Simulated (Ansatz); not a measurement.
What uniaxial strain ε_zz = +1.16 % does to TiAl

Base system: TiAl (space group P4/mmm, No. 123; a = 2.796 Å, c = 4.038 Å; relaxed with 0.1 eV smearing). Axes: x, y, z lie along a, b, c of the conventional cell.

One thing is altered: the cell is stretched by 1.16 % along z with no lateral relaxation; the atoms relax in the strained cell.

Computed with PBEsol (Ansatz, a first-principles code; PAW; 420 eV plane waves; no spin-orbit coupling), earlier PAW set. k-mesh 21×21×14 (Γ-centred); smearing 0.1 eV (Fermi–Dirac).

```json
[
 {"quantity": "volume per atom", "base": "15.78 Å³", "changed": "15.97 Å³", "shift": "+0.183 Å³"},
 {"quantity": "space group", "base": "P4/mmm (No. 123)", "changed": "P4/mmm (No. 123)", "shift": "–"},
 {"quantity": "shortest interatomic distance", "base": "2.796 Å", "changed": "2.796 Å", "shift": "0.000 Å"},
 {"quantity": "energy relative to the base (free energy F)", "base": "0 meV/atom", "changed": "+1.2 meV/atom", "shift": "+1.2 meV/atom"},
 {"quantity": "pressure (mean of the normal stresses, compression positive)", "base": "0.0 GPa", "changed": "-1.3 GPa", "shift": "-1.35 GPa"},
 {"quantity": "band gap", "base": "zero", "changed": "zero", "shift": "–"},
 {"quantity": "stress (xx, yy, zz, yz, xz, xy; compression positive)", "base": "–", "changed": "(-1.0, -1.0, -2.0, 0.0, 0.0, 0.0) GPa", "shift": "–"}
]
```

No phonon test of stability was made. The final runs are not spin-polarised.
